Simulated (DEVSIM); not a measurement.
System: W/SiO2/p-Si capacitor, at 300 K.

| layer (left to right) | material | thickness (nm) | Na (cm⁻³) |
|---|---|---|---|
| 1 | SiO2 | 5.50 | - |
| 2 | Si | 700 | 6.7e17 |

Metal gate on the left, work function 4.6 eV. Fixed charge at the semiconductor interface 0 cm⁻² (in units of +e); no interface traps.

Constants are typed, rounded textbook-type inputs, not results; the design itself was drawn at random and stands for no fabricated device. Values at 300 K.

```tsv
parameter	SiO2	Si
gap (eV)	9	1.124
affinity (eV)	0.9	4.05
permittivity	3.9	11.7
Nc (cm⁻³)	-	2.86e19
Nv (cm⁻³)	-	3.1e19
```

Model (solved in DEVSIM): 1D Poisson equation in equilibrium, Boltzmann statistics, complete ionisation; no quantum confinement or tunnelling. Metal contacts follow the ideal Schottky-Mott rule: no Fermi-level pinning, no interface dipoles.

The substrate doping was swept, all else fixed.

| substrate doping (cm^-3) | flat-band voltage (V) | threshold voltage (band bending 2φF) (V) | minimum of the low-frequency capacitance (μF/cm²) |
|---|---|---|---|
| 3.4e16 | -0.40 | 0.52 | 0.0609 |
| 6.7e16 | -0.42 | 0.61 | 0.0805 |
| 1.3e17 | -0.43 | 0.71 | 0.105 |
| 3.4e17 | -0.46 | 0.94 | 0.149 |
| 6.7e17 | -0.47 | 1.18 | 0.188 |
| 1.3e18 | -0.49 | 1.50 | 0.232 |

From the first row to the last the flat-band voltage goes from -0.40 to -0.49. From the first row to the last the threshold voltage (band bending 2φF) goes from 0.52 to 1.50.
